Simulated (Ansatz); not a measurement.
An Ansatz (a quantum-chemistry and plane-wave program) input (Ansatz LDA, no SOC):

Ansatz 0.2 input:
```yaml
crystal:
  lattice:
    - [0.0051210309, 1.7658727401, 1.7658727401]
    - [1.7658727401, 0.0051210309, 1.7658727401]
    - [1.770993771, 1.770993771, 0]
  atoms:
    - { symbol: C, position: [0, 0, 0] }
    - { symbol: C, position: [0.25, 0.25, 0.25] }
basis: { ecutwfc: 420, ecutrho_ratio: 4, xc_grid: 2, fft_grid_basis: typed }
kpoints: { mp_grid: { grid: [16, 16, 16] } }
hamiltonian:
  xc: lda
  dispersion: none
  pseudopotentials: { kind: paw }
scf: { occupations: { method: fermi_dirac, width: 0.05 }, convergence: { dr2_threshold: 0.0000000002 } }
relax: { f_tol: 0.005, max_steps: 50 }
output: { forces: true, stress: true }
checkpoint: { write: state.ck, write_every: 1000 }
```

Problem. Which symmetry and how many k-points will the program report, and about how many plane waves at Γ?

Solution. Space group Imma (ITA 74) with 8 operations, k-points 621 of 4096, and 189 plane waves at Γ.

The cells carry an imposed strain or load. Whether these cells are dynamically stable was not tested. The cell was made from C in the diamond structure (space group Fd-3m, No. 227) by this change: tensor shear ε_xy = +0.29 %.
